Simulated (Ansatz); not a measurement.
We consider AlB2-type ZrB₂, described by PBEsol-D3(BJ) in Ansatz (PAW).

Settings: plane-wave cutoff 520 eV, 24×24×16 k mesh (along the axes of the cell as run), Fermi–Dirac smearing 0.05 eV, scalar-relativistic PAW data made under PBE.

Response to compression and expansion:

Shape and atoms are relaxed at each volume.

```json
[
 {"V (Å³/atom)": "9.441", "P (GPa)": "11.57", "c (Å)": "3.423", "a (Å)": "3.091"},
 {"V (Å³/atom)": "9.638", "P (GPa)": "5.50", "c (Å)": "3.448", "a (Å)": "3.112"},
 {"V (Å³/atom)": "9.835", "P (GPa)": "0.00", "c (Å)": "3.474", "a (Å)": "3.131"},
 {"V (Å³/atom)": "10.031", "P (GPa)": "-4.99", "c (Å)": "3.500", "a (Å)": "3.151"},
 {"V (Å³/atom)": "10.228", "P (GPa)": "-9.51", "c (Å)": "3.526", "a (Å)": "3.170"}
]
```

Note: the bulk modulus comes from volumes at which shape and atoms were relaxed.

Ansatz is a quantum-chemistry and plane-wave program.
